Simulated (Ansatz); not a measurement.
Reference: CdSe (P6_3mc), PBEsol with spin-orbit coupling, rigid bands (plane waves, PAW; Ansatz, an electronic-structure program); geometry: cell and atoms relaxed with PBEsol.

Space group P6₃mc (No. 186); a = 4.302 Å, b = 4.302 Å, c = 7.022 Å, α = 90.00°, β = 90.00°, γ = 120.00°

```csv
atom,site,symmetry,x,y,z
Cd,2b,3m.,0.3333,0.6667,0.0001
Se,2b,3m.,0.3333,0.6667,0.3758
```

| Quantity | Value |
|---|---|
| band gap | 0.42 eV |
| electron conductivity mass | 0.063 mₑ |
| hole conductivity mass | 0.95 mₑ |
| Seebeck coefficient, n-type 1e19 cm⁻³ | -48 μV/K |

Question: Replace Se by S on the same sites and relax. What happens?

Answer: CdS (P6_3mc): volume per atom 28.1 to 24.7 Å³; band gap rises (0.42 eV to 1.08 eV); electron conductivity mass rises (0.063 mₑ to 0.133 mₑ); hole conductivity mass rises (0.95 mₑ to 1.26 mₑ); Seebeck coefficient, n-type 1e19 cm⁻³ rises in size (-48 μV/K to -82 μV/K).

Moves up to 5 % count as about the same. Masses are for dilute carriers at 300 K, harmonic means over directions unless an axis is named. Seebeck coefficients are for the stated density at 300 K, with one relaxation time for all states and whether or not that doping can be reached.
